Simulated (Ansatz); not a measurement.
Al₂O₃ (R-3, No. 148, 10 atoms in the cell; start mp-754624; a measured phase of this formula has another space group), treated with LDA in Ansatz (PAW).

Run with plane-wave cutoff 520 eV, 8×8×8 k mesh, Fermi–Dirac smearing 0.01 eV, scalar-relativistic PAW data made under PBE.

Cell (relaxed at this level):

```yaml
crystal:
  lattice:
    - [2.38576, 1.37742, 4.43107]
    - [-2.38576, 1.37742, 4.43107]
    - [0.00000, -2.75484, 4.43107]
  atoms:
    - { symbol: Al, position: [0.00000, 0.00000, 0.00000] }
    - { symbol: Al, position: [0.50000, 0.50000, 0.50000] }
    - { symbol: Al, position: [0.30634, 0.30634, 0.30634] }
    - { symbol: Al, position: [0.69366, 0.69366, 0.69366] }
    - { symbol: O, position: [0.27917, 0.89129, 0.60451] }
    - { symbol: O, position: [0.72083, 0.10871, 0.39549] }
    - { symbol: O, position: [0.89129, 0.60451, 0.27917] }
    - { symbol: O, position: [0.10871, 0.39549, 0.72083] }
    - { symbol: O, position: [0.60451, 0.27917, 0.89129] }
    - { symbol: O, position: [0.39549, 0.72083, 0.10871] }
```

### Question
What does this level give for the band gap and smallest direct gap on the k points sampled?

### Answer

* **band gap**: 6.17 eV (indirect)
* **smallest direct gap on the k points sampled**: 6.19 eV

The computed numbers hold no vibrational or temperature effects.

It cost roughly 30 core-seconds of CPU time.

A start named mp-… is a Materials Project structure, which need not be a measured phase.

Ansatz is a quantum-chemistry and plane-wave program.
